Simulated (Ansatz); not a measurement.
System: In₂O₃ (model structure, started from the Al2S3 type, C2/c, No. 15, 10 atoms in the cell). Method: r²SCAN (PAW; Ansatz, an electronic-structure program).

Run with plane-wave cutoff 560 eV, 6×6×8 k mesh (along the axes of the cell as run), Fermi–Dirac smearing 0.01 eV, scalar-relativistic PAW data made under PBE.

Cell (relaxed with PBEsol):

```yaml
crystal:
  lattice:
    - [5.86138, -3.27109, 0.05689]
    - [5.86138, 3.27109, 0.05689]
    - [-3.75694, 0.00000, 4.53640]
  atoms:
    - { symbol: In, position: [0.95019, 0.15725, 0.40293] }
    - { symbol: In, position: [0.15725, 0.95019, 0.90293] }
    - { symbol: In, position: [0.62615, 0.83320, 0.44709] }
    - { symbol: In, position: [0.83320, 0.62615, 0.94709] }
    - { symbol: O, position: [0.09185, 0.27113, 0.86957] }
    - { symbol: O, position: [0.27113, 0.09185, 0.36957] }
    - { symbol: O, position: [0.85185, 0.93154, 0.92501] }
    - { symbol: O, position: [0.93154, 0.85185, 0.42501] }
    - { symbol: O, position: [0.51227, 0.69155, 0.98044] }
    - { symbol: O, position: [0.69155, 0.51227, 0.48044] }
```

Predict the band gap and smallest direct gap on the k points sampled.


- band gap = 1.71 eV
- smallest direct gap on the k points sampled = 1.74 eV

Note: the relaxation could raise the start's symmetry but not lower it, so the cell can be a saddle point; cell and atoms aren't relaxed at this level (largest force component 0.05 eV/Å, pressure -0.2 GPa).

Spin–orbit coupling is not included.

The result took roughly 4 core-minutes.

A model structure was made by putting elements into a prototype or built by hand; it is no filed structure, need not be a known phase, and can be a saddle point held by its symmetry.
